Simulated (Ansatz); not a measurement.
The starting structures come from a database of crystals and need not be the phases stable at ambient conditions.

By PBEsol, the system below comes out a metal.

A figure of merit of an interconnect metal is its ballistic conductance per area.

Data:

```xyz
3
Lattice="3.6986 0.0000 0.0000 -1.8493 3.2030 0.0000 0.0000 0.0000 6.3789" Properties=species:S:1:pos:R:3 pbc="T T T"
Ti     0.0000     0.0000     0.0000
Te     1.8493     1.0677     4.6493
Te     0.0000     2.1354     1.7296
```

Space group of this cell: P-3m1, CdI2 type. The cell was relaxed by PBE-D3(BJ).

The current flows along the normal of the first two printed cell vectors, the (001) plane of the conventional cell. No spin-orbit coupling; the value is a mean over 0.1 eV about the Fermi level.

Q: Estimate the ballistic conductance per area that PBEsol in Ansatz (a program for electronic structure) returns for this system.

A: 0.22 × 10¹⁵ S/m² for both spins.
